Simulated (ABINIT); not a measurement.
## Equation of state of rock-salt ZrC (space group 225): energy against volume (ABINIT, PBEsol)

```
ZrC
1.0
    0.00000     2.28177     2.28177
    2.28177     0.00000     2.28177
    2.28177     2.28177     0.00000
Zr C
1 1
Direct
  0.00000   0.00000   0.00000
  0.50000   0.50000   0.50000
```

Method of the run: PBEsol, norm-conserving pseudopotentials (PseudoDojo nc-sr-04 PBEsol standard) (plane waves; ABINIT). Settings: pseudos = [Zr.upf, C.upf]; ecut = 53 Ha; ixc = -116133; occopt = 3; tsmear = 0.00183747 Ha; ngkpt = 22 22 22; nshiftk = 1; shiftk = 0 0 0; potentials = PseudoDojo nc-sr-04 PBEsol standard; nband = 13; kptopt = 1; nstep = 100; tolvrs = 1e-12. The cell above is the first row's. The rows scale it uniformly. In all rows fractional positions and the k mesh are held. E is the free energy at the stated smearing, counted from the lowest row.

```
V (Å^3/atom)  E (meV/atom)
------------  ------------
11.8799              47.39
12.1382              22.13
12.3965               6.65
12.6547               0.00
12.9130               1.32
13.1712               9.83
13.4295                  ?
```

The 6 complete rows are fitted with the third-order Birch-Murnaghan form, a cubic in V^(-2/3), E against V. With u = V^(-2/3) - 0.186, the rows have u = 0.006069, 0.003335, 0.000696, -0.001853, -0.004317, -0.006699. Least squares gives E = 4.026 + 3334.97·u + 627519·u² + 50962·u³. Residuals (row less fit): -0.001, 0.001, -0.001, -0.001, 0.000, -0.001; standard error 0.001 (degrees of freedom: 2). Its minimum lies at u = -0.002658, so V0 = (0.183342)^(-3/2) = 12.74. There d²E/du² = 1254000 and d³E/du³ = 305800, so B0 = (4/9) × 12.74^(-7/3) × 1254000 × 0.160218 = 236 GPa (the last factor turns the table's units into GPa), and B0' = 4 + (2/3) × 0.183342 × (305800)/1254000 = 4.0. The program's pressures in the fitted runs (not shown) pass through zero at V = 12.74, 0.00 % from this V0.

Q: Predict the withheld E at V = 13.4295 from the fit, and compare with the calculation.

A: u = -0.009005, so E = 4.026 + 3334.97 × (-0.009005) + 627519 × (-0.009005)² + 50962 × (-0.009005)³ = 24.843 meV/atom. The calculation gives 24.85 meV/atom, 0.007 meV/atom above the prediction (under 0.05 % of the range of E in the table). The row lies outside the fitted rows, so this is an extrapolation.

Carrying the step between the two nearest rows on in a straight line would have given 18.34, off by 6.51; series whose last step already gives the withheld value aren't shown. The scan was laid around a cell of about the measured size, scaled by a guess for this functional. The runs keep the symmetry of the cell, so they don't test it for distortions. 2 of the planned runs didn't end soundly and are left out. Cutoffs and mesh are single choices, not tested for convergence of this quantity. Series with a scatter that would blur these digits, or in which a gap closes, are not shown. Nor are scans whose minimum lies at an end fitted in this form.
